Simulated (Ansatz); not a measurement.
# Effect of biaxial strain −1.50 %, plane normal [001], relaxed out of plane on Cs2AgBiBr6

The parent structure is Cs₂AgBiBr₆ (space group Fm-3m, No. 225; a = 10.996 Å). Axes: x, y, z lie along the cube axes.

Modification: compressive biaxial strain of 1.50 % in the plane normal to [001], as in epitaxy on a mismatched substrate; the out-of-plane cell vector and the atoms relax.

Level of theory: LDA, PAW, 420 eV (Ansatz, a first-principles code; spin-orbit coupling left out). Settings: 5×5×5 k-points, 0.05 eV Fermi–Dirac smearing.

- Volume per atom = 32.58 Å³ (base 33.24 Å³)
- Space group = I4/mmm (No. 139) (base Fm-3m (No. 225))
- Shortest interatomic distance = 2.634 Å (base 2.689 Å)
- Energy relative to the base (free energy F) = +3.3 meV/atom
- Pressure (mean of the normal stresses, compression positive) = 0.74 GPa (base -0.01 GPa)
- Band gap = 0.83 eV (base 0.94 eV)
- Gap character = indirect, X → N
- Smallest direct gap = 2.18 eV (base 2.20 eV)
- Valley order (the lowest conduction-band minima on the path, energy above the VBM, named in the base's zone) = L along [1-1-1] 0.83 eV; a point along [1-10], about 0.4 Å⁻¹ from Γ 1.61 eV
- Out-of-plane strain = +1.03 %
- Ratio −ε⊥/ε∥ = 0.69
- Mean in-plane stress (compression positive) = +1.1 GPa

Spin-orbit coupling, missing from the scalar runs, can matter with Bi. No phonon test of stability was made. k-point labels follow each cell's own Brillouin zone.
